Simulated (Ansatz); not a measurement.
A relaxed cell of amorphous Al64O94 (2.81 g/cm³) is scaled in volume and its atoms relax again. The numbers are results of PBE, scalar-relativistic without spin-orbit coupling (plane waves to 420 eV, PAW; Ansatz, an electronic-structure program), not measurements. Sampling: the zone centre alone; Fermi-Dirac width 0.02 eV; no spin polarisation.

Preparation: random packing, a CHGNet melt and quench, and a DFT relaxation. O atoms were pushed apart under 1.9 Å during the dynamics, to hinder bonds among them. The hot cell started wider than the set density and was brought back towards it in steps. It is the lowest in DFT energy of 4 quenches. It is a model cell: composition and starting density were chosen by hand, and all elements were melted together. No dispersion term was used. Its density started from a set value of 2.77 and ended at 2.81 g/cm³. The quench (nominally 190 K/ps over its main leg) was far faster than any real one, so the model tends to hold more defects than a real film. Values belong to this one cell and scatter from quench to quench. Volume and shape were free in the relaxation. Stress components on the final sampling reach 1.4 GPa. Cycles of charging lowered its energy after that relaxation.

Neighbours within Al-Al 2.66 Å, Al-O 2.28 Å, O-O 1.58 Å count as bonded. Two cations that share two anions don't count as bonded, nor two that share one unless they lie closer than Al-Al 2.59 Å.

Unscaled, the mean coordination (metal atoms count anions alone where O, N, F or Cl are present) is Al 4.36, O 2.97.

Give density, energy change, pressure and coordination after each scaling.


```
volume change  density (g/cm3)  energy change (meV/atom)  pressure (GPa)  coordination Al  coordination O
-------------  ---------------  ------------------------  --------------  ---------------  --------------
-3 %                      2.89                        +2             2.5             4.39            2.99
+6 %                      2.65                       +17            -6.3             4.33            2.95
```
